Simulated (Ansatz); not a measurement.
SiC under load (space group F-43m), PBE with spin-orbit coupling, rigid bands (Ansatz, an electronic-structure program). Condition of this run: hydrostatic pressure of 5 GPa (compression positive) (the target of the relaxation). Band gap 1.34 eV, N_c = 1.47e19 cm⁻³ and N_v = 1.47e20 cm⁻³ at 300 K, conductivity masses of 0.298 mₑ (electrons) and 0.709 mₑ (holes). Take k_BT = 0.02585 eV.

Question: What thermal injection velocity √(2k_BT/πm) limits a ballistic channel?

Answer: 9.86e6 cm/s for electrons and 6.39e6 cm/s for holes, a ratio of √(m_h/m_e) = 1.54, for dilute carriers.

Question: What built-in voltage has an abrupt junction with N_A = 1e17 and N_D = 1e17 cm⁻³, all dopants ionised?

Answer: V_bi = E_g/e − (k_BT/e) ln(N_c N_v/(N_A N_D)) = 1.34 − 0.02585 × 12.28 = 1.02 V, for the computed gap.

Question: A film of it is 2 nm thick. Estimate the confinement energies in an infinite well.

Answer: ħ²π²/(2m t²) = 0.376 eV·nm²/(m/mₑ × t²) gives 315 meV for electrons and 133 meV for holes, so the gap would widen to about 1.79 eV. Finite barriers and nonparabolic bands lower this, and with several valleys or bands the heaviest mass along the normal sets the lowest level, not this average.

Rigid bands with the computed gap; masses take one relaxation time for all states. Geometry: cell and atoms relaxed with PBEsol.
